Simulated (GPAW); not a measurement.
**Input and output of a self-consistent single point for HfNi₃ (P6_3/mmc, 8 atoms in the cell) (GPAW)**

Method: PBEsol, GPAW PAW datasets PBEsol (made by gpaw-setup) (plane waves; GPAW 25.7.0).

This input was run:

```python
from ase import Atoms
from ase.units import GPa
from gpaw import GPAW

atoms = Atoms(['Hf', 'Hf', 'Ni', 'Ni', 'Ni', 'Ni', 'Ni', 'Ni'],
              cell=[[5.283202, 0.000000, 0.000000],
                    [-2.641601, 4.575388, 0.000000],
                    [0.000000, 0.000000, 4.304470]],
              positions=[[-0.000003, 3.050260, 3.228353],
                         [2.641604, 1.525128, 1.076118],
                         [-0.000000, 1.438273, 1.076118],
                         [2.641601, 3.137115, 3.228353],
                         [4.037621, 0.719137, 3.228353],
                         [-1.396020, 3.856251, 1.076118],
                         [1.396020, 3.856251, 1.076118],
                         [1.245581, 0.719137, 3.228353]],
              pbc=True)

calc = GPAW(mode={'name': 'pw', 'ecut': 800},
            xc='PBEsol',
            kpts={'size': (5, 5, 6), 'gamma': True},
            occupations={'name': 'fermi-dirac', 'width': 0.1},
            nbands=-12,
            convergence={'density': 1e-05},
            symmetry={'symmorphic': False, 'tolerance': 0.0005},
            maxiter=100)

atoms.calc = calc

energy = atoms.get_potential_energy()
print('Energy (eV):', round(energy, 6))
forces = atoms.get_forces()
print('Forces (eV/Ang):')
print(forces.round(5))
stress = atoms.get_stress()
print('Stress (GPa, Voigt):', (stress / GPa).round(4))
```

Output (repeated stretches shortened):

```
Input parameters:
  convergence: {density: 1e-05}
  kpts: {gamma: True,
         size: (5, 5, 6)}
  maxiter: 100
  mode: {ecut: 800,
         name: pw}
  nbands: -12
  occupations: {name: fermi-dirac,
                width: 0.1}
  symmetry: {symmorphic: False,
             tolerance: 0.0005}
  xc: PBEsol

species:
  Hf:
    name: Hafnium
    Z: 72.0
    valence: 12
    core: 60
    charge: 0.0
    file: Hf.PBEsol.gz

    # Using partial waves for Hf as LCAO basis

  Ni:
    name: Nickel
    Z: 28.0
    valence: 16
    core: 12
    charge: 0.0
    file: Ni.PBEsol.gz

    # Using partial waves for Ni as LCAO basis

Reference energy: -1067520.283616  # eV

Spin-paired calculation

Convergence criteria:
 Maximum [total energy] change in last 3 cyles: 0.0005 eV / valence electron
 Maximum integral of absolute [dens]ity change: 1e-05 electrons / valence electron
 Maximum integral of absolute [eigenst]ate change: 4e-08 eV^2 / valence electron
 Maximum number of scf [iter]ations: 100

Symmetries present (total): 24
Symmetries with fractional translations: 12
150 k-points: 5 x 5 x 6 Monkhorst-Pack grid + [0.000000,0.000000,1/12]
20 k-points in the irreducible part of the Brillouin zone
       k-points in crystal coordinates                weights
   0:     0.00000000    0.00000000    0.00000000          1/150
   1:     0.00000000    0.00000000    0.16666667          2/150
   2:     0.00000000    0.00000000    0.33333333          2/150
   [... 7 lines left out ...]
          ...
  19:     0.40000000    0.40000000    0.50000000          6/150

Wave functions: Plane wave expansion
  Cutoff energy: 800.000 eV
  Number of coefficients (min, max): 5332, 5368
  Pulay-stress correction: 0.000000 eV/Ang^3 (de/decut=0.000000)

Occupation numbers: Fermi-Dirac:
  width: 0.1000  # eV

Eigensolver

Densities:
  Coarse grid: 35*35*30 grid
  Fine grid: 70*70*60 grid
  Total Charge: 0.000000

Density mixing:
  Method: separate
  Backend: pulay
  Linear mixing parameter: 0.05
  old densities: 5
  Damping of long wavelength oscillations: 50

Hamiltonian:
  XC and Coulomb potentials evaluated on a 70*70*60 grid
  External potential:
    NoExternalPotential

XC parameters: PBEsol with 2 nearest neighbor stencil

Number of atoms: 8
Number of atomic orbitals: 98
Number of bands in calculation: 72
Number of valence electrons: 120
Bands to converge: occupied

Density initialized from atomic densities
  72 bands from LCAO basis set

Atomic positions and initial magnetic moments

Positions:
   0 Hf    -0.000003    3.050260    3.228353    ( 0.0000,  0.0000,  0.0000)
   1 Hf     2.641604    1.525128    1.076118    ( 0.0000,  0.0000,  0.0000)
   2 Ni    -0.000000    1.438273    1.076118    ( 0.0000,  0.0000,  0.0000)
   3 Ni     2.641601    3.137115    3.228353    ( 0.0000,  0.0000,  0.0000)
   4 Ni     4.037621    0.719137    3.228353    ( 0.0000,  0.0000,  0.0000)
   5 Ni    -1.396020    3.856251    1.076118    ( 0.0000,  0.0000,  0.0000)
   6 Ni     1.396020    3.856251    1.076118    ( 0.0000,  0.0000,  0.0000)
   7 Ni     1.245581    0.719137    3.228353    ( 0.0000,  0.0000,  0.0000)

Unit cell:
           periodic     x           y           z      points  spacing
  1. axis:    yes    5.283202    0.000000    0.000000    35     0.1307
  2. axis:    yes   -2.641601    4.575388    0.000000    35     0.1307
  3. axis:    yes    0.000000    0.000000    4.304470    30     0.1435

  Lengths:   5.283202   5.283203   4.304470
  Angles:   90.000000  90.000000 119.999995

Effective grid spacing dv^(1/3) = 0.1415

     iter     time        total  log10-change:
                         energy   eigst   dens
iter:   1 --:--:--   -69.832755
iter:   2 --:--:--   -68.749356   -0.20  -1.59
iter:   3 --:--:--   -68.058804   -0.66  -1.69
iter:   4 --:--:--   -67.931547   -1.12  -1.72
iter:   5 --:--:--   -68.209966   -1.10  -1.93
iter:   6 --:--:--   -68.387387   -1.52  -2.21
iter:   7 --:--:--   -68.222596   -1.64  -1.99
iter:   8 --:--:--   -68.255349   -2.22  -2.23
iter:   9 --:--:--   -68.142185   -2.25  -2.22
iter:  10 --:--:--   -68.140931   -3.66  -3.19
iter:  11 --:--:--   -68.140362c  -4.81  -3.36
iter:  12 --:--:--   -68.141187c  -4.53  -3.40
iter:  13 --:--:--   -68.140222c  -4.39  -3.37
iter:  14 --:--:--   -68.140205c  -5.92  -3.64
iter:  15 --:--:--   -68.140157c  -5.79  -3.84
iter:  16 --:--:--   -68.140123c  -6.17  -4.21
iter:  17 --:--:--   -68.140118c  -6.98  -4.35
iter:  18 --:--:--   -68.140112c  -7.20  -4.36
iter:  19 --:--:--   -68.140113c  -6.84  -4.41
iter:  20 --:--:--   -68.140112c  -7.30  -4.73
iter:  21 --:--:--   -68.140113c  -7.90c -5.03c

Converged after 21 iterations.

Dipole moment: (0.000000, 0.000000, 0.000019) |e|*Ang

Energy contributions relative to reference atoms: (reference = -1067520.283616)

Kinetic:        +31.181280
Potential:      -23.037856
External:        +0.000000
XC:             -75.987693
Entropy (-ST):   -0.080655
Local:           -0.255516
SIC:             +0.000000
--------------------------
Free energy:    -68.180440
Extrapolated:   -68.140113

Showing only first 2 kpts
 Kpt  Band  Eigenvalues  Occupancy
  0    58      9.08328    1.95115
  0    59      9.61987    0.31462
  0    60     10.30312    0.00040
  0    61     10.30313    0.00040

  1    58      9.07557    1.95470
  1    59      9.17705    1.87980
  1    60     10.28107    0.00050
  1    61     10.28108    0.00050

Fermi level: 9.45203

No gap
No difference between direct/indirect transitions
Energy (eV): -68.140113

Forces in eV/Ang:
  0 Hf    0.00000   -0.00000   -0.00000
  1 Hf    0.00000    0.00000    0.00000
  2 Ni    0.00000   -0.07663    0.00000
  3 Ni    0.00000    0.07663    0.00000
  4 Ni    0.06636   -0.03831    0.00000
  5 Ni   -0.06636    0.03831   -0.00000
  6 Ni    0.06636    0.03831    0.00000
  7 Ni   -0.06636   -0.03831    0.00000

Stress tensor:
     0.042221    -0.000000     0.000000
    -0.000000     0.042221     0.000000
     0.000000     0.000000     0.045006
Stress (GPa, Voigt): [ 6.7646  6.7646  7.2108  0.      0.     -0.    ]
```

The run converged in 21 iterations. GPAW prints stress with tension positive.

The starting cell comes from a database of computed structures (which also holds hypothetical and non-ambient phases and stackings), without a prior relaxation at this level. Its lattice was rescaled by a random factor within 2.5 % of one. Spin-orbit coupling is off. Spin polarisation is off. With a pressure of about -7 GPa the cell is away from its equilibrium volume at this level.

Cost on one core of a shared machine: roughly 3 min.
